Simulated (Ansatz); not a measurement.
Base system: ZnS in the wurtzite structure (space group P6_3mc, No. 186; a = 3.845 Å, c = 6.305 Å). Axes: x lies along a and z along c of the hexagonal cell.

All numbers come from Kohn–Sham DFT with the PBE functional, run in Ansatz (an electronic-structure program) with PAW and 420 eV plane waves, no SOC.

Now apply this change: the cell is compressed by 3.00 % along z with no lateral relaxation, atoms relaxed at fixed cell.

Question: Predict the stress tensor and what it implies for the stiffness.

Answer: Stress of the strained cell less that of the base (GPa, compression positive):
```
   1.32    0.00    0.00
   0.00    1.32    0.00
   0.00    0.00    4.28
```

Then −Δσ_ii/ε with ε = -0.0300 gives secant stiffness values (nonlinear terms included at this strain): C33 ≈ 143 GPa, C13 ≈ 44 GPa and C23 ≈ 44 GPa.

As a check, the harmonic strain energy −½ V₀ Δσ:ε is 8.1 meV/atom; the computed energy rise is 8.0 meV/atom.

Whether these cells are dynamically stable was not tested.
